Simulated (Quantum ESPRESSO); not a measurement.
A self-consistent single point of Tc₃N (P-6m2, 4 atoms in the cell) with Quantum ESPRESSO.

Computed with PBEsol, GBRV 1.5 ultrasoft (PBESOL) pseudopotentials (plane waves; Quantum ESPRESSO).

The change in words: lattice scaled by 0.98. Reference geometry:
```
CELL_PARAMETERS angstrom
      2.79779     0.00000     0.00000
     -1.39889     2.42296     0.00000
      0.00000     0.00000     7.03934
ATOMIC_POSITIONS crystal
  Tc 0.00000 0.00000 0.50000
  Tc 0.66667 0.33333 0.80333
  Tc 0.66667 0.33333 0.19667
  N  0.00000 0.00000 0.00000
```

Reference input (self-consistent single point, DFT, PBEsol, plane waves, GBRV 1.5 ultrasoft (PBESOL) pseudopotentials): ecutwfc = 40 Ry; ecutrho = 320 Ry; occupations = smearing; smearing = gauss; degauss = 0.0036749 Ry; potentials = {Tc: tc_pbesol_v1.uspp.F.UPF, N: n_pbesol_v1.2.uspp.F.UPF}; K_POINTS = automatic 14 14 5 0 0 0; conv_thr = 1e-10 Ry; mixing_beta = 0.7. This run's input differs from it in these lines:

```diff
@@ -11,4 +11,4 @@
    ibrav = 4,
-   celldm(1) = 5.28705662,
-   celldm(3) = 2.5160359825,
+   celldm(1) = 5.18131545,
+   celldm(3) = 2.5160359272,
    nat = 4,
```

Output, abridged:

```
     Self-consistent Calculation

     iteration #  1     ecut=    40.00 Ry     beta= 0.70

---- Real-time Memory Report at c_bands before calling an iterative solver
           135 MiB given to the printing process from OS
            69 MiB allocation reported by mallinfo(arena+hblkhd)
------------------

     negative rho (up, down):  3.970E-01 0.000E+00

     total energy              =    -539.51781519 Ry
     estimated scf accuracy    <       5.60807354 Ry

     iteration #  2     ecut=    40.00 Ry     beta= 0.70

---- Real-time Memory Report at c_bands before calling an iterative solver
   [... lines left out ...]
           202 MiB given to the printing process from OS
            96 MiB allocation reported by mallinfo(arena+hblkhd)
------------------

     negative rho (up, down):  4.004E-01 0.000E+00

     total energy              =    -542.70633005 Ry
     estimated scf accuracy    <          6.9E-10 Ry

     iteration # 15     ecut=    40.00 Ry     beta= 0.70

---- Real-time Memory Report at c_bands before calling an iterative solver
           202 MiB given to the printing process from OS
            96 MiB allocation reported by mallinfo(arena+hblkhd)
------------------

     negative rho (up, down):  4.004E-01 0.000E+00
     End of self-consistent calculation

     the Fermi energy is    23.9373 ev

!    total energy              =    -542.70633005 Ry
     estimated scf accuracy    <          2.2E-11 Ry
     smearing contrib. (-TS)   =      -0.00020469 Ry
     internal energy E=F+TS    =    -542.70612536 Ry

     convergence has been achieved in  15 iterations

     negative rho (up, down):  4.004E-01 0.000E+00

     Forces acting on atoms (cartesian axes, Ry/au):

     atom    1 type  1   force =     0.00000000    0.00000000    0.00000000
     atom    2 type  1   force =     0.00000000   -0.00000000   -0.00117768
     atom    3 type  1   force =    -0.00000000   -0.00000000    0.00117768
     atom    4 type  2   force =     0.00000000    0.00000000    0.00000000

     Total force =     0.001665     Total SCF correction =     0.000043

     negative rho (up, down):  4.004E-01 0.000E+00
          total   stress  (Ry/bohr**3)                   (kbar)     P=      172.28
   0.00111850   0.00000000  -0.00000000          164.54        0.00       -0.00
   0.00000000   0.00111850  -0.00000000            0.00      164.54       -0.00
  -0.00000000  -0.00000000   0.00127639           -0.00       -0.00      187.76

   JOB DONE.
```

The run converged in 15 iterations. Against the reference run the free energy rises by 22.2 meV/atom, the pressure goes from -6.45 to 17.23 GPa and the largest force goes from 0.215 to 0.030 eV/Å.

The starting cell comes from a database of computed structures (which also holds hypothetical and non-ambient phases and stackings), without a prior relaxation at this level. For this run, on top of that: lattice scaled by 0.98. Spin polarisation is off. With a pressure of about 17 GPa the cell is away from its equilibrium volume at this level.

Cost on one core of a shared machine: roughly 70 s.
